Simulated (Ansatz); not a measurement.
Start from LuAgTe2 (space group R-3m, No. 166; a = 4.340 Å, c = 21.090 Å (hexagonal axes); a hypothetical phase, not in the database extracts checked).

(Cell as relaxed with PBE.)

Levels (all Ansatz, a first-principles code, PAW): PBE (420 eV, scalar-relativistic without spin-orbit coupling); r2SCAN (500 eV, without spin-orbit coupling).

Each level relaxes its own structure.

```json
[
 {"quantity": "volume per atom", "PBE": "28.67 Å³", "r2SCAN": "___"},
 {"quantity": "lattice parameter a", "PBE": "4.340 Å", "r2SCAN": "___"},
 {"quantity": "lattice parameter c", "PBE": "21.090 Å", "r2SCAN": "___"},
 {"quantity": "band gap", "PBE": "0.65 eV", "r2SCAN": "___"},
 {"quantity": "gap character", "PBE": "indirect, T → F", "r2SCAN": "___"}
]
```

Q: Predict the r2SCAN column.

A: 
- volume per atom, r2SCAN: 28.39 Å³
- lattice parameter a, r2SCAN: 4.321 Å
- lattice parameter c, r2SCAN: 21.073 Å
- band gap, r2SCAN: 1.09 eV
- gap character, r2SCAN: indirect, T → F

PBE's volume per atom lies 0.28 Å³ above r2SCAN's (1.0 %); PBE's lattice parameter a lies 0.019 Å above r2SCAN's (0.4 %); PBE's lattice parameter c lies 0.017 Å above r2SCAN's (0.1 %); PBE's band gap lies 0.44 eV below r2SCAN's; the two agree on the gap character. Neither level is exact; r2SCAN is the comparison here, not a measurement.

Spin-orbit coupling, missing from the scalar runs, can matter with Te. Whether these cells are dynamically stable was not tested.
